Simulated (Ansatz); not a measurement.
The reference is MgS in the rock salt structure (space group Fm-3m, No. 225; a = 5.2030 Å). Axes: x, y, z lie along the cube axes.

The values are results of DFT with r2SCAN, PAW potentials and a 500 eV plane-wave cutoff in Ansatz (a quantum-chemistry and plane-wave program), no SOC, not measurements.

Now apply this change: uniaxial strain ε_zz = +3.00 %, all other strain components held at zero; the atoms relax in the strained cell.

Question: Predict the stress tensor and what it implies for the stiffness.

Answer: Stress of the strained cell less that of the base (GPa, compression positive):
```
  -1.24    0.00    0.00
   0.00   -1.24    0.00
   0.00    0.00   -3.79
```

Then −Δσ_ii/ε with ε = 0.0300 gives secant stiffness values (nonlinear terms included at this strain): C33 ≈ 126 GPa, C13 ≈ 41 GPa and C23 ≈ 41 GPa.

As a check, the harmonic strain energy −½ V₀ Δσ:ε is 6.3 meV/atom; the computed energy rise is 6.6 meV/atom.

Stability against distortions was not tested.
